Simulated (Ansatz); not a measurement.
Adsorption energy and surface dipole of N2 on the 1x1 (111) surface of fcc Cu, one in a 2x2 cell, started at the site 'hollow Cu-Cu-Cu over Cu at depth 2.1 Å', worked from the runs' numbers; total energies count from the potentials' own zero.

Computed with PBE with D3(BJ) dispersion (plane waves to 420 eV, PAW; Ansatz, a program for electronic structure).

Slab: 18 atoms, 6.2 Å thick at the start under the adsorbate (thin: gaps and levels are the slab's own); k 6x6x1, smearing 0.1 eV, dipole-corrected; 8 atoms held, the rest relaxed; start symmetry kept, larger cells not searched; no spin, no spin-orbit, no U. At the end no host atom lies within bonding distance. In D3-corrected PBE this state lies 0.03 eV over the lowest of the starts that converged ('bridge Cu-Cu (span 2.6 Å)').

```tsv
quantity	value
slab with the adsorbate	-106774.063 eV
clean slab, same cell and mesh	-106005.912 eV
reference, N2(g)	-768.038 eV
area of the cell	22.82 Å²
change of the step from the bottom to the top vacuum level	-0.130 eV
```

Q: What is the adsorption energy against this reference?

A: E(slab + adsorbate) − E(slab) − E(reference) = -0.11 eV, so in this state the adsorbate is more stable than in the reference, at a coverage of 4.38 a nm².

Q: What dipole does adsorption add to the slab along the outward normal (Helmholtz relation, ε₀ = 0.005526 e/(V·Å))?

A: p = −ε₀·A·ΔV = 0.016 e·Å = 0.08 D; its positive end points to the vacuum, which lowers the vacuum level.
